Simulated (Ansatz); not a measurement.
Total g(r) from a molecular-dynamics run [in the run: mean pressure 0.6 GPa against a target of 0; one k-point, which a denser mesh shifts by 0.0 GPa in pressure and 0.11 eV/Å in forces]. Calculation: PBE (plane waves, PAW; Ansatz, a program for electronic structure).

(r (Å), g(r)): (1.02, 0.00); (1.14, 0.00); (1.26, 0.00); (1.38, 0.00); (1.50, 0.00); (1.62, 0.00); (1.74, 0.00); (1.86, 0.00); (1.98, 0.00); (2.10, 0.09); (2.22, 0.64); (2.34, 1.45); (2.46, 1.93); (2.58, 1.94); (2.70, 1.69); (2.82, 1.34); (2.94, 1.11); (3.06, 0.97); (3.18, 0.98); (3.30, 0.93); (3.42, 0.95); (3.54, 0.93); (3.66, 0.95); (3.78, 0.97); (3.90, 0.96); (4.02, 0.97); (4.14, 0.94); (4.26, 0.93); (4.38, 0.99); (4.50, 0.98); (4.62, 0.95); (4.74, 0.95); (4.86, 0.97); (4.98, 0.98); (5.10, 0.98); (5.22, 1.04); (5.34, 1.01)

Problem. Which system gave this curve?
A. Si3Ge, liquid, 1743 K
B. MgO (rock salt), crystal, 1931 K
C. Mo, liquid, 2506 K (supercooled)
D. Ge, liquid, 1321 K

Solution. A, Si3Ge, liquid, 1743 K
